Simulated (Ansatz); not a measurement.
A computed series for CaO: response to strain

Base system: CaO in the rock salt structure (space group Fm-3m, No. 225; a = 4.767 Å). Axes: x, y, z lie along the cube axes.

Strains are applied to the cell and any free atomic positions relax; under biaxial strain the out-of-plane vector relaxes too.

Method: Ansatz (a quantum-chemistry and plane-wave program), PBEsol, PAW, cutoff 420 eV, no spin-orbit coupling.

Notes on the quantities. energy relative to the base: free energy F.

```csv
"biaxial strain, plane normal [111], relaxed out of plane (%)",energy relative to the base (meV/atom)
-2.5,13.6
-2.08,?
-1.67,6.0
-1.25,3.3
-0.83,1.4
-0.42,0.3
0,0.0
```

Problem. Fit ΔE = Aε² + Bε³ (ε in %) to the rows shown and predict the withheld row.

Solution. Least squares on the printed values gives A = 2.06 and B = -0.048 meV/atom (largest residual 0.1 meV/atom); this predicts 9.3 meV/atom, and the run gives 9.3 meV/atom, in agreement.

Whether these cells are dynamically stable was not tested.
